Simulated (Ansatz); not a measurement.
System: MgS (F-43m, No. 216, 2 atoms in the cell; start mp-13032; metastable phase). Method: r²SCAN0 (Ansatz, a quantum-chemistry and plane-wave program, PAW).

Run with plane-wave cutoff 520 eV, 8×8×8 k mesh, Fermi–Dirac smearing 0.01 eV, scalar-relativistic PAW data made under PBE.

Cell (relaxed with PBEsol):

```
MgS
1.0
    0.00000     2.82578     2.82578
    2.82578     0.00000     2.82578
    2.82578     2.82578     0.00000
Mg S
1 1
Direct
  0.00000   0.00000   0.00000
  0.75000   0.75000   0.75000
```

Question: What does this level give for the band gap?

Answer: 
* **band gap**: 5.63 eV (on the SCF k mesh) (direct)

The computed numbers hold no vibrational or temperature effects.

The result took roughly 60 core-seconds.

A start named mp-… is a Materials Project structure, which need not be a measured phase.
